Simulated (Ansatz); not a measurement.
The parent structure is NaCl in the rock salt structure (space group Fm-3m, No. 225; a = 5.696 Å).

The values are results of PBE/PAW in Ansatz (an electronic-structure program), scalar-relativistic without spin-orbit coupling, not measurements.

For the base:

```
Property                Value
-------------  --------------
Density            2.10 g/cm³
Electron mass  0.40 mₑ (at Γ)
```

The change: a negative pressure, −1 GPa.

Problem. Predict the new density and electron mass.

Solution. The density falls by 0.10 g/cm³, from 2.10 g/cm³ to 2.00 g/cm³; the electron mass changes from 0.40 mₑ (at Γ) to 0.41 mₑ (at Γ).

The levels and masses belong to the bands next to the band gap. Load acts through the strain it causes; cell and atoms are relaxed under it. Effective masses come from finite differences of ±0.01 Å⁻¹. No phonon test of stability was made.
